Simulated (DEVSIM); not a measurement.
Device: abrupt GaAs n-p junction, at 300 K.

```csv
layer (left to right),material,thickness (μm),Nd (cm⁻³),Na (cm⁻³),τn (s),τp (s)
1,GaAs,2.60,2.3e15,-,1.7e-9,1.7e-9
2,GaAs,280,-,2.7e15,1.7e-9,1.7e-9
```

Left contact: ohmic. Right contact: ohmic. Voltage is applied to the left contact. Recombination: SRH at mid-gap, radiative, Auger. Mobility is μmin + (μ − μmin)/(1 + (N/Nref)^α).

Constants are typed, rounded textbook-type inputs, not results; the design itself was drawn at random and stands for no fabricated device. Values at 300 K; Nc and Nv go as T^1.5, mobilities as T to minus their exponent, the gap by Varshni's rule with the affinity fixed.

| parameter | GaAs |
|---|---|
| gap (eV) | 1.424 |
| affinity (eV) | 4.07 |
| permittivity | 12.9 |
| Nc (cm⁻³) | 4.7e17 |
| Nv (cm⁻³) | 9e18 |
| μn (cm²/Vs) | 8500 |
| μp (cm²/Vs) | 400 |
| μn,min | 500 |
| μp,min | 20 |
| Nref,n | 6e16 |
| Nref,p | 1.5e17 |
| αn | 0.39 |
| αp | 0.38 |
| T exponent of μn | 2.1 |
| T exponent of μp | 2.2 |
| B (cm³/s) | 2e-10 |
| Cn (cm⁶/s) | 1e-30 |
| Cp (cm⁶/s) | 1e-30 |
| Varshni α (eV/K) | 0.000541 |
| Varshni β (K) | 204 |

Model (solved in DEVSIM): 1D drift-diffusion, Boltzmann statistics, complete ionisation; no tunnelling, impact ionisation, image-force lowering or self-heating.

Base results: dark forward voltage at 1 A/cm² (V) 1.135; potential step across the device at zero bias (V) 1.077; largest field in the device at zero bias (V/cm) 19000.

**Question.** What follows from this one change: temperature 300 → 250 K?

**Answer.** dark forward voltage at 1 A/cm² 1.135 → 1.185 V; potential step across the device at zero bias 1.077 → 1.169 V; largest field in the device at zero bias little changed (20000 V/cm).

**Question.** What follows from this one change: doping Nd of layer 1 2.3e+15 → 6.9e+13 cm^-3?

**Answer.** dark forward voltage at 1 A/cm² 1.135 → 1.094 V; potential step across the device at zero bias 1.077 → 0.986 V; largest field in the device at zero bias 19000 → 5000 V/cm.

**Question.** What follows from this one change: minority lifetime in layer 1 1.7e-09 → 1.7e-10 s?

**Answer.** dark forward voltage at 1 A/cm² 1.135 → 1.121 V; potential step across the device at zero bias little changed (1.077 V); largest field in the device at zero bias little changed (19000 V/cm).

**Question.** What follows from this one change: constant mobility in place of the doping-dependent one?

**Answer.** dark forward voltage at 1 A/cm² 1.135 → 1.099 V; potential step across the device at zero bias little changed (1.077 V); largest field in the device at zero bias little changed (19000 V/cm).
